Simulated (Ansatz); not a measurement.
**Electron-phonon data for Ca (Fm-3m)**

```xyz
1
Lattice="0.0000 2.7266 2.7266 2.7266 0.0000 2.7266 2.7266 2.7266 0.0000" Properties=species:S:1:pos:R:3 pbc="T T T"
Ca     0.0000     0.0000     0.0000
```

Computed with PBEsol, DFPT electron-phonon coupling, linearised Boltzmann equation (plane waves, PAW, scalar-relativistic; Ansatz, a program for electronic structure). Cell: relaxed with this functional, without spin-orbit coupling.

| Item | Value |
|---|---|
| resistivity at 300 K | 9.7 μΩ·cm |
| resistivity times mean free path for one path shared by all states (from the Fermi surface's area) | 12.6 ×10⁻¹⁶ Ω·m² |
| electron-phonon coupling λ | 0.144 |
| transport coupling λ_tr | 0.148 |
| logarithmic mean phonon energy | 11.5 meV |

A metal at this level (no band gap). Only scattering by harmonic phonons is included (no impurities, grain boundaries, electron-electron scattering or thermal expansion). Spin-orbit coupling is left out. The run warned that the eigensolver left some states short of its tolerance. Halving the electron mesh (28x28x28) moves the resistivity by up to 7 % at 300 K, the coupling by up to 6 %. Smearing 0.20 eV; phonons on a 4x4x4 q mesh, which this run doesn't test and which matters most at low temperature.
